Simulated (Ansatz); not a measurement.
The starting structures come from a database of crystals and need not be the phases stable at ambient conditions.

The decay constant κ of evanescent states in the gap governs leakage through a thin film.

Data:

```xyz
16
Lattice="6.2167 0.0000 0.0000 0.0000 7.0484 -0.1999 0.0000 -1.3834 6.7476" Properties=species:S:1:pos:R:3 pbc="T T T"
Tl     3.4236     5.3768     1.0729
Tl     2.7931     0.2882     5.4748
Tl     0.3153     0.9799     2.1010
Tl     5.9014     4.6851     4.4467
C      2.5784     3.2540     3.6769
C      3.6383     2.4109     2.8708
C      5.6867     1.7192     6.2446
C      0.5300     3.9457     0.3031
O      1.6163     2.6128     4.2025
O      4.6004     3.0522     2.3452
O      4.7246     2.3605     5.7190
O      1.4921     3.3045     0.8287
O      0.3655     5.1961     0.3725
O      5.8512     0.4689     6.1752
O      3.4739     1.1606     2.8014
O      2.7428     4.5043     3.7463
```

Space group of this cell: P2_1/c. The cell was relaxed by PBE-D3(BJ); by r2SCAN its mean pressure is -3.7 GPa.

Transport runs along the normal of the first two printed cell vectors.

No gap correction and no spin-orbit coupling; mid-gap values are interpolated between computed energies.

Problem. State the band gap and the smallest decay constant κ at mid-gap according to r2SCAN (Ansatz, a first-principles code).

Solution. Gap 3.38 eV on a 6×6×6 mesh; κ = 0.490 1/Å, at (0.333, 0.500) of the in-plane reciprocal vectors. At the zone centre, at the nearest computed energy, the slowest state has κ = 0.55 1/Å.
